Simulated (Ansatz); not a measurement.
## SnO: stress against strain

SnO (litharge, P4/nmm, 16.180 Å³/atom and stress up to 0.01 GPa in the relaxed cell, c along z) under a strain ε along c (axis z), the other axes held. PBEsol-D3(BJ) in Ansatz, a plane-wave DFT program (PAW, default set), 420 eV, 15×15×13 Γ-centred mesh, Fermi-Dirac smearing 0.10 eV; ions are relaxed, or left where forces stay under 0.02 eV/Å, within the symmetry of each cell. Against the start cell, which lies near the measured one, the relaxed cell differs by -7.4 % in volume and -5.8 % in c; the values below rest on it. Stress is positive for a compressed cell.

Here s stands for strain and y for stress zz.

| strain (%) | stress zz (GPa) |
|---|---|
| -1.20 | 0.79 |
| -0.60 | 0.38 |
| 0.00 | -0.01 |
| 0.60 | -0.36 |
| 1.20 | -0.69 |
| 3.00 | ? |

The 5 complete rows are fitted with a straight line, y against s. Means: s 0, y 0.022. About the means, the sum of products is -2.2200 and the sum of squares of s is 3.6000; the slope is their ratio. Least squares gives y = 0.022 - 0.6167·s. Residuals (row less fit): 0.028, -0.012, -0.032, -0.012, 0.028; standard error 0.031 (degrees of freedom: 3). The slope gives the elastic constant C33 = 62 ± 2 GPa (± standard error of the fit, which holds the terms cut off).

Question: What does the fit predict for y at s = 3.00, and how far is the calculated value from it?

Answer: y = 0.022 - 0.6167 × 3.0 = -1.828 GPa. The calculation gives -1.57 GPa, 0.258 GPa above the prediction (10.9 % of the range of y in the table). The row lies outside the fitted rows, so this is an extrapolation. From the scatter of the fitted rows alone, a prediction at this place has a standard error of 0.060 GPa, so the miss is 4.3 times that.

A polynomial of degree 2 through the 10 other runs of the series gives -1.54 there, so most of the miss is curvature that the fit leaves out. This level leaves no gap over 0.05 eV at strain -1.20, -0.60, 0.00, 0.60, 1.20, 3.00 %. Rows are the converged runs of the series near zero and its far end; series whose fitted rows scatter by over a few per cent of the range, as at a crossing or softening among them, aren't shown in this form, nor equations of state whose B0' disagrees with the runs' pressures. Most that stay on the fit to the last digits aren't either.
